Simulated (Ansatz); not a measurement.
**A computed series for Bi2Te3: pressure series**

Consider Bi₂Te₃ in the Bi2Te3 type structure (space group R-3m, No. 166).

```
Bi2Te3
1.0
    2.15758     1.24568     9.87305
   -2.15758     1.24568     9.87305
    0.00000    -2.49136     9.87305
Bi Te
2 3
Direct
  0.40072   0.40072   0.40072
  0.59928   0.59928   0.59928
  0.00000   0.00000   0.00000
  0.20740   0.20740   0.20740
  0.79260   0.79260   0.79260
```

Cell and atoms are relaxed at each pressure.

The values are results of Kohn–Sham DFT with the PBEsol-D3(BJ) functional, run in Ansatz (an electronic-structure program) with PAW and 420 eV plane waves, without spin-orbit coupling, not measurements.

Candidates:
(a) pressure 3 GPa
(b) pressure 15 GPa
(c) pressure 7 GPa

Base values:

| Property | Value |
|---|---|
| c/a ratio | 6.864 |

Problem. Order them by c/a ratio, lowest first.

Solution. (a) pressure 3 GPa (6.892), (c) pressure 7 GPa (6.994), (b) pressure 15 GPa (9.086)

A case with no gap was solved on a k-mesh chosen for an insulator, which is coarse for it. From pressure 15 GPa on, the axis ratios lie over 15 % from the base's, so the cell there is far from its starting form. Load acts through the strain it causes; cell and atoms are relaxed under it. Stability against distortions was not tested. Competing high-pressure phases were not computed. The final runs are not spin-polarised.
